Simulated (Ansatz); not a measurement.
An Ansatz (a quantum-chemistry and plane-wave program) run: CsOH with a change (biaxial strain +2.83 %, plane normal [001], relaxed out of plane); r2SCAN (Ansatz; PAW; 500 eV plane waves; spin-orbit coupling left out).

Input:

Ansatz 0.2 input:
```yaml
crystal:
  lattice:
    - [4.4555613491, 0, 0]
    - [2.2277806746, 5.8725087178, 0]
    - [0, 0, 4.4332058195]
  atoms:
    - { symbol: Cs, position: [0.8616987674, 0.2766024652, 0.7338711742] }
    - { symbol: Cs, position: [0.1383012326, 0.7233975348, 0.2338711742] }
    - { symbol: H, position: [0.5348262228, 0.9303475544, 0.6104996792] }
    - { symbol: H, position: [0.4651737772, 0.0696524456, 0.1104996792] }
    - { symbol: O, position: [0.5940437285, 0.811912543, 0.7653391466] }
    - { symbol: O, position: [0.4059562715, 0.188087457, 0.2653391466] }
basis: { ecutwfc: 500, ecutrho_ratio: 4, xc_grid: 4, fft_grid_basis: typed }
kpoints: { mp_grid: { grid: [8, 8, 7] } }
hamiltonian:
  xc: r2scan
  dispersion: none
  pseudopotentials: { kind: paw }
scf: { occupations: { method: fermi_dirac, width: 0.05 } }
relax: { f_tol: 0.005, max_steps: 50, cell: { stress_tol: 0.01, fix: [a, b, gamma] } }
output: { forces: true, stress: true }
checkpoint: { write: state.ck, write_every: 1000 }
```

Output (explanatory and most iteration lines left out):

```
Relaxation: its limit of steps is 50 (relax.max_steps)
Pseudopotential: Cs, paw, valence charge 9
Pseudopotential: H, paw, valence charge 1
Pseudopotential: O, paw, valence charge 6
Crystal: 6 atoms, lattice volume = 115.996 Å³
Basis set: ecut = 500 eV, 2925 PW (Γ), exchange–correlation on 144×192×144 points (64 copies of the dense FFT grid, shifted against one another)
Bands: 22, of which v1, the nominal top of the filled ones, is band 16 counted from 1 (15 counted from 0)
Symmetry: 4 space group operations
Space group: Cmc21 (ITA 36), of the structure as read, at distance tolerance 4.9e-5 Å
k-points: 84 of 448 (time reversal used)
Functional: x = r2scan, c = r2scan; τ floored in thin density (d = 2e-4 eV/Å³)
SCF iter   1: F=—  HF=-12544.132556 eV  |F-HF|=—  |Δ(HF+E_count)|=         —  Δρ=6.87e-3  dr2=7.55e-2  dr2_τ=1.95e-1  ethr=1.77e-3  ⟨swp⟩=7.3  Hψ=11145  notcnv=0
SCF iter   2: F=—  HF=-12544.114347 eV  |F-HF|=—  |Δ(HF+E_count)|=   1.82e-2  Δρ=3.78e-3  dr2=8.53e-3  dr2_τ=2.60e-3  ethr=2.36e-4  ⟨swp⟩=3.0  Hψ=4259  notcnv=0  defer=127
SCF 1 converged in 7 iterations: F = -12544.109882 eV  dr2 = 5.96e-9
relax step   1: F+E_penalty+E_count = -12544.10988166 eV  Δ(F+E_penalty+E_count) = +0.000e0 eV  max|allowed force component| = 1.928e-1 eV/Å  Δτ_max = 0.0000 Å  P = -1.232 GPa  Ω = 115.996 Å³  fix = [a, b, gamma]  reactions: a -1.201, b -1.629 GPa; gamma -0.162 GPa/rad  (7 SCF iters, dr2 threshold 1.00e-7 eV, accepted)
[... steps on the carried basis left out ...]
relax step   7: F+E_penalty+E_count = -12544.11869992 eV  Δ(F+E_penalty+E_count) = +9.052e-7 eV  max|allowed force component| = 1.719e-3 eV/Å  Δτ_max = 0.0018 Å  P = -0.516 GPa  Ω = 114.465 Å³  energy of the carried Pulay correction = +3.425e-4 eV  fix = [a, b, gamma]  reactions: a -0.758, b -0.800 GPa; gamma -0.016 GPa/rad  (6 SCF iters, dr2 threshold 9.93e-10 eV, accepted)
Crystal: 6 atoms, lattice volume = 114.465 Å³
Basis set: ecut = 500 eV, 2891 PW (Γ), exchange–correlation on 144×192×128 points (64 copies of the dense FFT grid, shifted against one another)
SCF iter   1: F=—  HF=-12544.118368 eV  |F-HF|=—  |Δ(HF+E_count)|=         —  Δρ=2.81e-5  dr2=8.20e-8  dr2_τ=3.43e-7  ethr=3.56e-7  ⟨swp⟩=3.2  Hψ=16548  notcnv=0
SCF iter   2: F=—  HF=-12544.118367 eV  |F-HF|=—  |Δ(HF+E_count)|=   6.87e-7  Δρ=1.45e-5  dr2=2.46e-8  dr2_τ=3.48e-8  ethr=2.56e-10  ⟨swp⟩=3.1  Hψ=3846  notcnv=0
SCF 8 converged in 6 iterations: F = -12544.118367 eV  dr2 = 3.79e-13
SCF converged after 6 iterations
Free energy (F): -12544.118367 eV
Internal energy: -12544.118367 eV  (E = F + TS)
E sigma→0 (E₀):  -12544.118367 eV
Fermi energy:    6.318734 eV
--- Forces (eV/Å), atoms counted from 1 ---
  atom   1  Cs     0.00000000     0.00073106     0.00025874
  atom   2  Cs    -0.00000000    -0.00073106     0.00025874
  atom   3  H      0.00000000     0.00061949    -0.00196944
  atom   4  H     -0.00000000    -0.00061949    -0.00196944
  atom   5  O     -0.00000000    -0.00182065     0.00170963
  atom   6  O      0.00000000     0.00182065     0.00170963
--- Stress (GPa, compression-positive) ---
       -0.847502       0.000000       0.000000
        0.000000      -0.706358       0.000000
        0.000000       0.000000       0.008903
  P = ⅓ Tr σ = -0.5150 GPa (-5.150 kbar)
--- Relaxed structure (7 steps of the walk, 6 accepted, 1 SCFs on fresh bases) ---
  cell:  # Å, volume = 114.4654 Å³
    - [4.4555613491, -1.8967893536236614e-11, -1.4076182955253729e-33]
    - [2.227780674575, 5.872508717790516, -7.038091477705845e-34]
    - [-1.400555649540827e-33, 0.0, 4.374700335682118]
  atoms:
    - { symbol: Cs, position: [0.8604325745496713, 0.27913485090065737, 0.7325945336653777] }
    - { symbol: Cs, position: [0.1395674254503288, 0.7208651490993424, 0.23259453366537775] }
    - { symbol: H, position: [0.5367519790765032, 0.926496041846994, 0.6154287856476832] }
    - { symbol: H, position: [0.46324802092349693, 0.07350395815300627, 0.11542878564768322] }
    - { symbol: O, position: [0.5988102245537266, 0.8023795508925469, 0.7616866806869393] }
    - { symbol: O, position: [0.4011897754462733, 0.19762044910745347, 0.2616866806869392] }
```

Stability against distortions was not tested. The cell was made from CsOH (space group Cmc2_1, No. 36; a cell from a computed database, its experimental status unchecked) by this change: biaxial strain +2.83 %, plane normal [001], relaxed out of plane.
